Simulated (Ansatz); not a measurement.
CsSnBr3: uniaxial stress, 2 GPa compression along x

Consider CsSnBr3 in the cubic perovskite structure (space group Pm-3m, No. 221; a = 5.764 Å). Axes: x, y, z lie along the cube axes.

It is then changed as follows: uniaxial stress, 2 GPa compression along x; all other stress components relax to zero.

Calculations: PBEsol (Ansatz, an electronic-structure program, PAW, scalar-relativistic without spin-orbit coupling). Settings: 6×6×6 k-points, 0.05 eV Fermi–Dirac smearing.

The volume per atom shrinks by 0.98 Å³, from 38.31 Å³ to 37.33 Å³ and the space group changes from Pm-3m (No. 221) to P4/mmm (No. 123). The shortest interatomic distance drops by 0.0956 Å to 2.787 Å and the energy increases by 7.5 meV/atom. The band gap goes from 0.22 eV to zero and the strain response (xx, yy, zz) is (−3.32, +0.39, +0.39) % (rough).

Final structure:

```
CsSnBr3
1.0
    5.57329     0.00000     0.00000
    0.00000     5.78727     0.00000
    0.00000     0.00000     5.78727
Cs Sn Br
1 1 3
Direct
  0.00000   0.00000   0.00000
  0.50000   0.50000   0.50000
  0.00000   0.50000   0.50000
  0.50000   0.50000   0.00000
  0.50000   0.00000   0.50000
```

A case with no gap was solved on a k-mesh chosen for an insulator, which is coarse for it. Without a gap, meshes like the base's 6×6×6 leave anisotropic stresses uncertain by several tenths of a GPa, and small strain energies with them. Beyond what the load breaks, stability against distortions was not tested. The final runs are not spin-polarised. Many cubic perovskites are stable only at high temperature; tilts and polar distortions were not tested. The zero or small gap of CsSnBr3 can change with the level of theory.
